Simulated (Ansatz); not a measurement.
**Functionals side by side, with their cost (level): Cs2WO2F4 (C2/m, 9 atoms in the cell)**

Cell: a = 6.2316 Å, b = 6.2316 Å, c = 4.8833 Å, α = 91.21°, β = 91.21°, γ = 58.62°.

Program: Ansatz (a program for electronic structure), default PAW files made with PBE; each row names its functional.

Base settings: basis.ecutwfc = 30.9 Ry; kpoints.mp_grid.grid = 2 2 3; hamiltonian.xc = hse06; hamiltonian.pseudopotentials = {kind: paw} (the program's default PAW files); scf.occupations.method = fixed.

Differences are taken from HSE06, a reference of convenience: it is no measurement, and no ranking of the functionals follows.

Core times come from one kind of shared machine and are given to one figure; runs under 30 s give none.

The starting cell comes from a database of computed structures (which also holds hypothetical and non-ambient phases and stackings), without a prior relaxation at this level. Its lattice was rescaled by a random factor within 2.5 % of one. Spin-orbit coupling is off. In the base run, with a pressure of about 4 GPa the cell is away from its equilibrium volume at this level.

```tsv
level	gap on the mesh less reference (eV)	largest difference in the force on any atom (eV/Å)	core time / reference (rough)
PBEsol	-1.751	0.859	–
PBE0	0.782	0.012	0.9
HSE06	0.000	0.000	1
```

Keys are those of Ansatz 0.2.
